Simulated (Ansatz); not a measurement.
Cost and result by functional for the adsorption energy of NH3 on the 1x1 (110) surface of 3C silicon carbide (cut with top plane C + Si), one in a 2x2 cell, started at the site 'hollow Si', in Ansatz (plane waves, PAW). Single points on the PBE structure, on one kind of machine; costs are rough ratios of the slab run's core time (references not counted) to the cheapest single point. r2SCAN's cost holds its higher cutoff (500 against 420 eV). Differences are taken against HSE06 for comparison alone: no measured value is at hand, so the table doesn't rank accuracy. HSE06 ran on a coarser k-mesh, which lowers its cost and may carry part of its shift.

Host crystal: 3C silicon carbide, with a band gap (PBE, scalar-relativistic without spin-orbit coupling).

Model: 52-atom slab, 7.7 Å thick at the start under the adsorbate (thin: gaps and levels are the slab's own), 3x3x1 mesh, Fermi-Dirac 0.01 eV, dipole correction, 24 atoms held, the rest relaxed; no symmetry held; no spin, no spin-orbit, no U, no dispersion correction. At the end it is bonded to Si. In PBE it is, or lies within 0.03 eV of, the lowest of the starts that converged. These notes are the PBE run's. Adsorption energies are against NH3(g). A negative adsorption energy means that the adsorbate is more stable on the surface than in its reference.

| functional | relative cost | adsorption energy (eV) | less HSE06 (eV) |
|---|---|---|---|
| RPBE | 1 | -1.57 | 0.46 |
| r2SCAN | 2 | -2.11 | -0.08 |
| HSE06 | 20 | -2.03 | 0.00 |
| PBE (the relaxed run's value) | – | -1.90 | 0.13 |

The values span 0.53 eV, while the single points' costs differ by a factor of roughly 20. Differences are of unrounded values.

Ansatz is a program for electronic structure.
